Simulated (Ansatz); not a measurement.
A computed series for Ti2InC: pressure series

Start from Ti2InC (space group P6_3/mmc, No. 194; a cell from a computed database, its experimental status unchecked).

```
CELL_PARAMETERS angstrom
      3.10753     0.00000     0.00000
     -1.55376     2.69120     0.00000
      0.00000     0.00000    14.03246
ATOMIC_POSITIONS crystal
  Ti 0.66667 0.33333 0.57864
  Ti 0.33333 0.66667 0.42136
  Ti 0.33333 0.66667 0.07864
  Ti 0.66667 0.33333 0.92136
  In 0.66667 0.33333 0.25000
  In 0.33333 0.66667 0.75000
  C  0.00000 0.00000 0.50000
  C  0.00000 0.00000 0.00000
```

Cell and atoms are relaxed at each pressure.

Calculations: PBEsol (Ansatz, an electronic-structure program), no spin-orbit coupling.

Notes on the quantities. enthalpy: H = E + PV relative to the base's energy.

| case | density | shortest interatomic distance | enthalpy |
|---|---|---|---|
| base | 6.30 g/cm³ | 2.106 Å | – |
| pressure 0.3 GPa | 6.31 g/cm³ | 2.105 Å | +0.03 eV/atom |
| pressure 0.7 GPa | 6.33 g/cm³ | 2.104 Å | +0.06 eV/atom |
| pressure 1.5 GPa | 6.36 g/cm³ | 2.101 Å | +0.14 eV/atom |
| pressure 3 GPa | 6.43 g/cm³ | 2.097 Å | +0.27 eV/atom |

Load acts through the strain it causes; cell and atoms are relaxed under it. Stability against distortions was not tested. The final runs are not spin-polarised.
